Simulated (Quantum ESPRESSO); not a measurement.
Troubleshooting Quantum ESPRESSO: a failed run on Na2SrSn4 (C2/c, 14 atoms in the cell). The aim is a self-consistent single point with DFT, PBEsol, plane waves, GBRV 1.5 ultrasoft (PBESOL) pseudopotentials.

Cell that was meant: a = 10.0730 Å, b = 10.0730 Å, c = 6.6511 Å, α = 93.71°, β = 93.71°, γ = 38.83°.

Part of the input:

```fortran
   ecutwfc = 40
   ecutrho = 200
   occupations = 'smearing'
   smearing = mp
   degauss = 0.019992
/
&ELECTRONS
```

The program printed (abridged):

```
     This program is part of the open-source Quantum ESPRESSO suite
     for quantum simulation of materials; please cite

 %%%%%%%%%%%%%%%%%%%%%%%%%%%%%%%%%%%%%%%%%%%%%%%%%%%%%%%%%%%%%%%%%%%%%%%%%%%%%%
     Error in routine  read_namelists (1):
      bad line in namelist &system: "   degauss = 0.019992" (error could be in the previous line)
 %%%%%%%%%%%%%%%%%%%%%%%%%%%%%%%%%%%%%%%%%%%%%%%%%%%%%%%%%%%%%%%%%%%%%%%%%%%%%%

     stopping ...
```

Task: Read the log: what does the program object to, and what is the fix?

Result: The fault is a string without quotes in a namelist. Fortran namelists need character values in quotes. To fix it, quote the value. The program stopped before any SCF iteration.

The sound input it was made from differs as follows (other fixes are possible):
```diff
-   smearing = mp
+   smearing = 'mp'
```

With that input, the run converged in 15 iterations: free energy E − TS -24387.4527 eV; Fermi level (on the code's own zero) 7.15 eV; pressure -0.68 GPa; largest force (vector length) 0.087 eV/Å (DFT, PBEsol, plane waves, GBRV 1.5 ultrasoft (PBESOL) pseudopotentials).

On the sound input: the starting cell comes from a database of published, mostly measured structures (it also holds non-ambient and calculated ones), without a prior relaxation at this level.
